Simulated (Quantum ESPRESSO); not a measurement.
**Quick settings and what they miss: LiMg6Cd (Amm2, 8 atoms in the cell)**

Self-consistent single point.

```xyz
8
Lattice="5.2034 0.0000 0.0000 0.0000 3.2082 5.5377 0.0000 -3.2082 5.5377" Properties=species:S:1:pos:R:3 pbc="T T T"
Li     0.0000     0.0000     9.2216
Mg     0.0000    -1.5985     6.4629
Mg     0.0000     1.5985     6.4629
Mg     0.0000     0.0000     3.6960
Mg     2.6017    -1.6158     4.5981
Mg     2.6017     1.6158     4.5981
Mg     2.6017     0.0000     1.8509
Cd     2.6017     0.0000     7.4110
```

Method of the run: PBEsol, GBRV 1.5 ultrasoft (PBESOL) pseudopotentials (plane waves; Quantum ESPRESSO 7.5).

Base settings: ecutwfc = 40 Ry; ecutrho = 200 Ry; occupations = smearing; smearing = cold; degauss = 0.019992 Ry; K_POINTS = automatic 5 5 5 0 0 0; conv_thr = 1e-09 Ry.

Tight run (finer mesh or higher cutoff; not a proven limit): ecutwfc: 40 Ry → 56 Ry; ecutrho: 200 Ry → 280 Ry; conv_thr: 1e-09 Ry → 7.3e-11 Ry; K_POINTS: automatic 5 5 5 0 0 0 → automatic 7 7 7 0 0 0. It gave Fermi level (on the code's own zero) 5.28 eV; pressure -2.73 GPa; largest force (vector length) 0.071 eV/Å.

Quick runs, as changes from the base:
- A: the base itself
- B: ecutwfc: 40 Ry → 28 Ry; ecutrho: 200 Ry → 140 Ry; smearing: cold → fd; degauss: 0.019992 Ry → 0.0147 Ry; K_POINTS: automatic 5 5 5 0 0 0 → automatic 4 4 4 0 0 0
- C: conv_thr: 1e-09 Ry → 7.3e-06 Ry; K_POINTS: automatic 5 5 5 0 0 0 → automatic 4 4 4 0 0 0
- D: ecutwfc: 40 Ry → 32 Ry; ecutrho: 200 Ry → 160 Ry; degauss: 0.019992 Ry → 0.0099958 Ry; pseudopotentials: {Li: li_pbesol_v1.4.uspp.F.UPF, Mg: mg_pbesol_v1.4.uspp.F.UPF, Cd: cd_pbesol_v1.uspp.F.UPF} → {Li: li_lda_v1.4.uspp.F.UPF, Mg: mg_lda_v1.4.uspp.F.UPF, Cd: cd_lda_v1.uspp.F.UPF}; K_POINTS: automatic 5 5 5 0 0 0 → automatic 6 6 6 0 0 0 [LDA (PZ)]
- E: ecutwfc: 40 Ry → 24 Ry; ecutrho: 200 Ry → 120 Ry; smearing: cold → gauss; degauss: 0.019992 Ry → 0.036749 Ry; K_POINTS: automatic 5 5 5 0 0 0 → automatic 3 3 3 0 0 0

Energies are extrapolated to zero smearing width, which holds to low order in the width alone (under cold and Methfessel-Paxton smearing the free energy itself is taken).

Dashes: pressure of C, not trusted under this conv_thr with d or f elements; energy of D, another energy zero.

† marks runs with another functional, U, potentials or spin treatment: their distance from the tight run is not a convergence error alone.

The count of work is k-points × plane waves × bands × iterations; it is no time. Core times come from one kind of shared machine and are given to one figure; runs under 30 s give none.

The starting cell comes from a database of computed structures (which also holds hypothetical and non-ambient phases and stackings), without a prior relaxation at this level. Its lattice was rescaled by a random factor within 2.5 % of one.

| run | energy less tight (meV/atom) | pressure less tight (GPa) | largest miss in a force vector (eV/Å) | count of work / tight | core time / tight (rough) |
|---|---|---|---|---|---|
| A | -0.6 | 0.20 | 0.035 | 0.23 | 0.3 |
| B | 258.7 | -12.92 | 0.016 | 0.11 | 0.1 |
| C | 15.7 | – | 0.023 | 0.12 | 0.1 |
| D† | – | -4.06 | 0.017 | 0.32 | 0.3 |
| E | 1239.5 | -48.99 | 0.033 | 0.032 | 0.05 |

Among the runs at the tight run's level, the energy misses run from 0.6 to 1239.5 meV/atom.

Left out of this page: 1 run of the series outside the window shown, repeating another row's setting, or not comparable.
